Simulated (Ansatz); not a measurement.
Start from AlRu in the CsCl type structure (space group Pm-3m, No. 221; a = 2.9770 Å; relaxed with 0.1 eV smearing).

The values are results of Ansatz (a quantum-chemistry and plane-wave program), PBEsol, PAW, cutoff 420 eV, without spin-orbit coupling, not measurements.

Base values:

The pressure is 0.0 GPa.

Now apply this change: the cell is scaled by 1.0200 in all directions; the atoms relax in the strained cell.

Problem. How does this affect the pressure?

Solution. The pressure goes from zero to -11.4 GPa.

Problem. What happens to the energy relative to the base?

Solution. The energy increases by 30 meV/atom.

Stability against distortions was not tested. The final runs are not spin-polarised.
